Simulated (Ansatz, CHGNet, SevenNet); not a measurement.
ZnS (model structure, started from the NiAs type, P6₃/mmc, No. 194, 4 atoms in the cell): properties by level of theory

```json
[
 {"level (code)": "CHGNet 0.3.0", "equilibrium lattice constant a (Å)": "…", "c axis length (Å)": "5.905"},
 {"level (code)": "CHGNet-r²SCAN", "equilibrium lattice constant a (Å)": "3.594", "c axis length (Å)": "…"},
 {"level (code)": "SevenNet-0", "equilibrium lattice constant a (Å)": "…", "c axis length (Å)": "5.903"},
 {"level (code)": "SevenNet-l3i5", "equilibrium lattice constant a (Å)": "3.619", "c axis length (Å)": "5.924"},
 {"level (code)": "r²SCAN (Ansatz)", "equilibrium lattice constant a (Å)": "3.590", "c axis length (Å)": "5.880"}
]
```

Problem. Fill in the missing entries.

Solution. 
- CHGNet 0.3.0, equilibrium lattice constant a (Å): 3.623
- CHGNet-r²SCAN, c axis length (Å): 5.850
- SevenNet-0, equilibrium lattice constant a (Å): 3.614

Ansatz's density-functional and Hartree–Fock values are scalar-relativistic unless marked +SOC, with PAW data made under PBE.

The computed numbers hold no vibrational or temperature effects.

A model structure was made by putting elements into a prototype or built by hand; it is no filed structure, need not be a known phase, and can be a saddle point held by its symmetry.

Ansatz is a program for electronic structure.
